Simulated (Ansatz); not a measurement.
**Ba in the bcc (W type) structure (space group Im-3m, No. 229)**

Space group Im-3m (No. 229); a = b = c = 4.8805 Å, α = β = γ = 90.00°

| atom | site | symmetry | x | y | z |
|---|---|---|---|---|---|
| Ba | 2a | m-3m | 0.0000 | 0.0000 | 0.0000 |
(The calculation used a cell of 1 atom; values per cell refer to that cell.)

Calculations: PBEsol in Ansatz (plane waves to 420 eV, PAW, scalar-relativistic without spin-orbit coupling). k-mesh 14×14×14 (Γ-centred); smearing 0.05 eV (Fermi–Dirac).

The volume per atom is 58.13 Å³, the density comes out as 3.92 g/cm³ and the band gap is zero. The total energy is -5862.610 eV/atom (σ→0; compares only within this code and set-up).

Whether these cells are dynamically stable was not tested. The base started in Cmcm and relaxed to Im-3m at this level.

Ansatz is a program for electronic structure.
